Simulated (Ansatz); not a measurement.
ScOF (P4/nmm, No. 129, 6 atoms in the cell; start mp-989178) was calculated with PBE0 (plane waves, PAW; Ansatz, a quantum-chemistry and plane-wave program).

Numerical settings: plane-wave cutoff 460 eV, 6×6×4 k mesh (along the axes of the cell as run), Fermi–Dirac smearing 0.01 eV, scalar-relativistic PAW data made under PBE.

Cell (relaxed with PBEsol):

```cif
data_F2O2Sc2
_chemical_formula_sum 'Sc2 O2 F2'
_space_group_name_H-M_alt 'P4/nmm :1'
_space_group_IT_number 129
_space_group_name_Hall 'P 4ab 2ab -1ab'
_cell_length_a 3.57771
_cell_length_b 3.57771
_cell_length_c 5.09443
_cell_angle_alpha 90.000
_cell_angle_beta 90.000
_cell_angle_gamma 90.000
loop_
_space_group_symop_operation_xyz
  'x, y, z'
  '-y+1/2, x+1/2, z'
  '-x, -y, z'
  'y+1/2, -x+1/2, z'
  'x+1/2, -y+1/2, -z'
  '-y, -x, -z'
  '-x+1/2, y+1/2, -z'
  'y, x, -z'
  '-x+1/2, -y+1/2, -z'
  'y, -x, -z'
  'x+1/2, y+1/2, -z'
  '-y, x, -z'
  '-x, y, z'
  'y+1/2, x+1/2, z'
  'x, -y, z'
  '-y+1/2, -x+1/2, z'
loop_
_atom_site_label
_atom_site_type_symbol
_atom_site_symmetry_multiplicity
_atom_site_Wyckoff_symbol
_atom_site_fract_x
_atom_site_fract_y
_atom_site_fract_z
_atom_site_occupancy
Sc1 Sc 2 c 0.00000 0.50000 0.29272 1
O1 O 2 b 0.50000 0.50000 0.50000 1
F1 F 2 a 0.00000 0.00000 0.00000 1
```

### Question
Give the computed band gap, smallest direct gap on the k points sampled and Γ–Γ gap.

### Answer

band gap: 7.11 eV (indirect)
smallest direct gap on the k points sampled: 7.18 eV
Γ–Γ gap: 7.35 eV

Note: cell and atoms aren't relaxed at this level (largest force component 0.13 eV/Å, pressure 2.1 GPa).

Static lattice: no zero-point or thermal effects.

A start named mp-… is a Materials Project structure, which need not be a measured phase.
